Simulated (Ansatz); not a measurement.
Start from ZrB2 (space group P6/mmm, No. 191; relaxed with 0.1 eV smearing).

```xyz
3
Lattice="3.1552 0.0000 0.0000 -1.5776 2.7325 0.0000 0.0000 0.0000 3.5062" Properties=species:S:1:pos:R:3 pbc="T T T"
Zr     0.0000     0.0000     0.0000
B      1.5776     0.9108     1.7531
B      0.0000     1.8217     1.7531
```

Cartesian axes are those of the cell as printed.

Computed with PBEsol (Ansatz, a quantum-chemistry and plane-wave program; PAW; 420 eV plane waves; no spin-orbit coupling).

The change: the cell is compressed by 1.00 % along x with no lateral relaxation; the atoms relax in the strained cell.

Problem. What does the calculation give for the stress and energy relative to the base after the change?

Solution. The stress (xx, yy, zz, yz, xz, xy; compression positive) is (6.1, 0.6, 1.3, 0.0, 0.0, 0.0) GPa; the energy grows by 1.9 meV/atom.

No phonon test of stability was made. All final runs are without spin polarisation.
